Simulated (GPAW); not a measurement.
Band structure of Ti (P6_3/mmc, 2 atoms in the cell).

```
Ti
1.0
    1.47500    -2.55477     0.00000
    1.47500     2.55477     0.00000
    0.00000     0.00000     4.68000
Ti
2
Direct
  0.33333   0.66667   0.25000
  0.66667   0.33333   0.75000
```

Computed with PBE, GPAW PAW datasets PBE (gpaw-data 1.0.1) (plane waves; GPAW).

Settings: mode = pw; ecut = 850 eV; xc = PBE; kpts = 13 13 7; mesh shift (steps) = 0 0 0; occupations.name = fermi-dirac; occupations.width = 0.1 eV; nbands = -8; convergence.forces = 0.001 eV/Å; symmetry.symmorphic = false; symmetry.tolerance = 0.0005; maxiter = 150; bandpath_npoints = 40.

The starting cell has typed, rounded lattice constants, without a prior relaxation at this level. Spin polarisation is off.

Levels in eV from the Fermi level, bands 9 to 16:
| point | 9 | 10 | 11 | 12 | 13 | 14 | 15 | 16 |
|---|---|---|---|---|---|---|---|---|
| Γ | -6.12 | -2.62 | 0.72 | 0.79 | 0.79 | 0.90 | 1.28 | 1.28 |
| M | -2.29 | -2.09 | -1.78 | -0.62 | 0.52 | 0.64 | 1.18 | 3.32 |
| K | -1.61 | -1.35 | -1.35 | -1.26 | 0.25 | 0.25 | 1.49 | 3.03 |
| A | -4.30 | -4.30 | 0.11 | 0.11 | 0.70 | 0.70 | 0.70 | 0.70 |
| L | -2.47 | -2.47 | -0.77 | -0.77 | 1.30 | 1.30 | 1.74 | 1.74 |
| H | -1.20 | -1.20 | -1.03 | -1.03 | -0.21 | -0.21 | 1.68 | 1.68 |

Bands cross the Fermi level along this path, so the cell is metallic at this level.
